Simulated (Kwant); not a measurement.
Kwant, Hückel tight-binding model, one pz orbital an atom, one spin, coherent transport at 0 K. Conductance is in e²/h.

Model system: π system c1csc(c1)-c1cccs1 between two chain leads. The π system is taken as planar. Atoms are numbered from 0 in the order of the SMILES. Site energies (eV, carbon 0): [0.0, 0.0, -2.97, 0.0, 0.0, 0.0, 0.0, 0.0, 0.0, -2.97]. Bonds (i, j, β in eV): (0,1,-2.7) (1,2,-1.89) (2,3,-1.89) (3,4,-2.7) (3,5,-2.7) (5,6,-2.7) (6,7,-2.7) (7,8,-2.7) (8,9,-1.89) (4,0,-2.7) (9,5,-1.89). Leads: chains of hopping −4.1 eV, joined by −0.54 eV to atoms 1 and 4.

Site energies and bond integrals are typed Hückel values.

Sweep values stay those of the base run.

One input was changed, with this effect: transmission at E = 0 0.00040 → 0.0018.

Q: Which change was it?
(A) contacts moved from atoms [1, 4] to [0, 6]
(B) contacts moved from atoms [1, 4] to [0, 1]
(C) contacts moved from atoms [1, 4] to [4, 6]
(D) contacts moved from atoms [1, 4] to [0, 8]
(E) contacts moved from atoms [1, 4] to [1, 6]
(F) contacts moved from atoms [1, 4] to [1, 8]

A: B, contacts moved from atoms [1, 4] to [0, 1]
